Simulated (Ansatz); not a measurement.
**Effect of isotropic strain +3.00 % on KI**

The parent structure is KI in the rock salt structure (space group Fm-3m, No. 225; a = 7.006 Å).

It is then changed as follows: the cell is scaled by 1.0300 in all directions; the atoms relax in the strained cell.

Calculations: PBEsol/PAW in Ansatz (a quantum-chemistry and plane-wave program), without spin-orbit coupling. Γ-centred 8×8×8 mesh, Fermi–Dirac width 0.05 eV.

* **Space group**: Fm-3m (No. 225) (base Fm-3m (No. 225))
* **Shortest interatomic distance**: 6.818 bohr (base 6.619 bohr)
* **Energy relative to the base (free energy F)**: +12 meV/atom
* **Pressure**: -0.86 GPa (base 0.01 GPa)
* **Band gap**: 3.69 eV (base 3.87 eV)
* **Gap character**: direct at Γ (base direct at Γ)
* **Mean gap deformation potential ΔEg/Δln V**: -2.0 eV
* **Width of the top valence band**: 0.54 eV (base 0.64 eV)
* **Electron mass**: 0.34 mₑ (at Γ) (base 0.32 mₑ (at Γ))
* **Hole mass (degenerate bands, along [100])**: 0.50, 2.8, 2.8 mₑ (at Γ) (base 0.44, 2.5, 2.5 mₑ (at Γ))
* **Valley order (the lowest conduction-band minima on the path, energy above the VBM, named in the base's zone)**: Γ 3.69 eV; X along ⟨100⟩ 4.94 eV (base Γ 3.87 eV; X along ⟨100⟩ 4.79 eV)

Final structure:

```
KI
1.0
    0.00000     3.60788     3.60788
    3.60788     0.00000     3.60788
    3.60788     3.60788     0.00000
K I
1 1
Cartesian
  0.00000   0.00000   0.00000
  3.60788   3.60788   3.60788
```

Spin-orbit coupling, missing from the scalar runs, can matter with I. Masses are band curvatures over ±0.01 Å⁻¹ around the edge. No phonon test of stability was made.
